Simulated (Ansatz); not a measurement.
Consider Cu in the fcc (Cu type) structure (space group Fm-3m, No. 225; a = 3.518 Å; relaxed with 0.1 eV smearing). Axes: x, y, z lie along the cube axes.

The values are results of LDA (Ansatz, a quantum-chemistry and plane-wave program, PAW, no spin-orbit coupling), not measurements.

One thing is altered: compressive biaxial strain of 2.00 % in the plane normal to [001], as in epitaxy on a mismatched substrate; the out-of-plane cell vector and the atoms relax.

Task: What does the calculation give for the ratio −ε⊥/ε∥ and energy relative to the base after the change?

Result: The ratio −ε⊥/ε∥ amounts to 1.38; the energy grows by 5.1 meV/atom.

Stability against distortions was not tested. All final runs are without spin polarisation.
